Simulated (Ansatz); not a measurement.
How far PBE and r2SCAN part for hypothetical ReO3 type BiF3, Bi → As

The parent structure is BiF$_{3}$ in the ReO3 type structure (space group Pm-3m, No. 221; a = 4.5675 Å; a hypothetical phase, not in the database extracts checked).

(Cell as relaxed with PBE.)

Levels (all Ansatz, a program for electronic structure, PAW): PBE (420 eV, no spin-orbit coupling); r2SCAN (500 eV, no SOC).

Each level relaxes its own structure.

```
base                      PBE    r2SCAN
-------------------  --------  --------
volume per atom      23.82 Å³  23.19 Å³
lattice parameter a   4.568 Å   4.526 Å
band gap              3.13 eV   3.55 eV
```

The change: every Bi is replaced by As, then cell and atoms are relaxed.

```csv
quantity,PBE,r2SCAN
lattice parameter a,4.125 Å,4.084 Å
shift of the gap caused by the change,-1.80 eV,-2.16 eV
"electron mass (degenerate bands, along [100])","0.10, 1.5, 1.5 mₑ (at R)","0.096, 1.5, 1.5 mₑ (at R)"
gap character,direct at R,direct at R
```

PBE's lattice parameter a lies 0.041 Å above r2SCAN's (1.0 %); PBE's shift of the gap caused by the change lies 0.36 eV above r2SCAN's; the two agree on the gap character. Neither level is exact; r2SCAN is the comparison here, not a measurement.

With Bi present, leaving out spin-orbit coupling can change the band edges. Effective masses come from finite differences of ±0.01 Å⁻¹. Stability against distortions was not tested. As relaxed here, AsF3 is a hypothetical phase, not in the database extracts checked.
